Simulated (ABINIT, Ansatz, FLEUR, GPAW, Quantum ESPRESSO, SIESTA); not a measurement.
## MgS (Fm-3m, 2 atoms in the cell) computed with different codes at matched settings

Self-consistent single point.

```yaml
crystal:
  lattice:
    - [0.00000, 2.58050, 2.58050]
    - [2.58050, 0.00000, 2.58050]
    - [2.58050, 2.58050, 0.00000]
  atoms:
    - { symbol: Mg, position: [0.00000, 0.00000, 0.00000] }
    - { symbol: S, position: [0.50000, 0.50000, 0.50000] }
```

Shared settings, as Ansatz (a first-principles code) writes them: kpoints.mp_grid.grid = 3 3 3; scf.occupations.method = fermi_dirac; scf.occupations.width = 0.0007 Ry. Potentials and cutoffs stand in the table.

| code | model | pressure (GPa) | gap on the mesh (eV) | cutoff |
|---|---|---|---|---|
| ABINIT | PBE, norm-conserving pseudopotentials (PseudoDojo nc-sr-05 PBE standard) | 4.91 | 3.871 | 42 Ha |
| Ansatz | PBE, default PAW files | 4.87 | 3.877 | 30.9 Ry |
| Quantum ESPRESSO | PBE, PseudoDojo standard norm-conserving (PBE) pseudopotentials | 4.92 | 3.871 | 85 Ry |
| FLEUR | PBE, all-electron FLAPW (FLEUR), scalar-relativistic valence | – | 3.887 | Kmax 3.5 1/bohr |
| GPAW | PBE, GPAW PAW datasets PBE (gpaw-data 1.0.1) | 4.76 | 3.880 | 800 eV |
| SIESTA | GGA PBE, numerical atomic orbitals TZP, PseudoDojo PBE standard norm-conserving potentials (rewritten from UPF to PSML) | 5.58 | 3.805 | grid 350 Ry |

A dash marks a value that a program does not give, or that is left out as unsure.

Gaps are read on the mesh. Another mesh or the band path gives a smaller gap, so these values are not converged in the mesh.

The spread over the programs that give each value: pressure within 0.82 GPa; gap on the mesh within 0.082 eV.

SIESTA uses small atom-centred bases, whose incompleteness enters pressures, forces and empty levels differently from a plane-wave cutoff. FLEUR treats all electrons, but the usual bases taken here (sphere radii, linearisation, local orbitals, empty states) were not tested for convergence, so the values are no reference for the others. Ansatz's pressure is given at a fixed set of plane waves, as the other plane-wave codes print theirs.

On the base mesh (9 9 9) the same programs gave: Ansatz pressure 3.18 GPa, gap on the mesh 2.972 eV; Quantum ESPRESSO pressure 3.24 GPa, gap on the mesh 2.969 eV; ABINIT pressure 3.23 GPa, gap on the mesh 2.969 eV; GPAW pressure 3.08 GPa, gap on the mesh 2.976 eV; FLEUR gap on the mesh 2.980 eV; SIESTA pressure 3.78 GPa, gap on the mesh 2.834 eV.

The values differ from the base mesh's, so the mesh still matters here: the table compares the programs at equal settings.

The starting cell has typed, rounded lattice constants, without a prior relaxation at this level. Its lattice was rescaled by a random factor within 2.5 % of one.

Left out of this page: CP2K (on another mesh); Elk (not drawn, or without a comparable value).

Keys are those of Ansatz 0.2.
